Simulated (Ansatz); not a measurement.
# Ge₃N₄ (P6₃/m, No. 176; cell taken from a computed entry)

Computed with PBEsol in Ansatz (plane waves, PAW).

Numerical settings: plane-wave cutoff 520 eV, 6×6×12 k mesh (along the axes of the cell as run), Fermi–Dirac smearing 0.01 eV, scalar-relativistic PAW data made under PBE.

Cell (relaxed with PBEsol):

```yaml
crystal:
  lattice:
    - [8.05675, 0.00000, 0.00000]
    - [-4.02838, 6.97735, 0.00000]
    - [0.00000, 0.00000, 3.08467]
  atoms:
    - { symbol: Ge, position: [0.83059, 0.23718, 0.75000] }
    - { symbol: Ge, position: [0.16941, 0.76282, 0.25000] }
    - { symbol: Ge, position: [0.59341, 0.83059, 0.25000] }
    - { symbol: Ge, position: [0.40659, 0.16941, 0.75000] }
    - { symbol: Ge, position: [0.76282, 0.59341, 0.75000] }
    - { symbol: Ge, position: [0.23718, 0.40659, 0.25000] }
    - { symbol: N, position: [0.66667, 0.33333, 0.75000] }
    - { symbol: N, position: [0.33333, 0.66667, 0.25000] }
    - { symbol: N, position: [0.66962, 0.97424, 0.75000] }
    - { symbol: N, position: [0.33038, 0.02576, 0.25000] }
    - { symbol: N, position: [0.69538, 0.66962, 0.25000] }
    - { symbol: N, position: [0.30462, 0.33038, 0.75000] }
    - { symbol: N, position: [0.02576, 0.69538, 0.75000] }
    - { symbol: N, position: [0.97424, 0.30462, 0.25000] }
```

```json
{
  "band_gap": "2.09 eV (direct)"
}
```

Note: this cell isn't known to be the ambient phase, and symmetry holds it in the calculation.

Spin–orbit coupling is not included.

Computed values are for the static lattice.

Ansatz is an electronic-structure program.
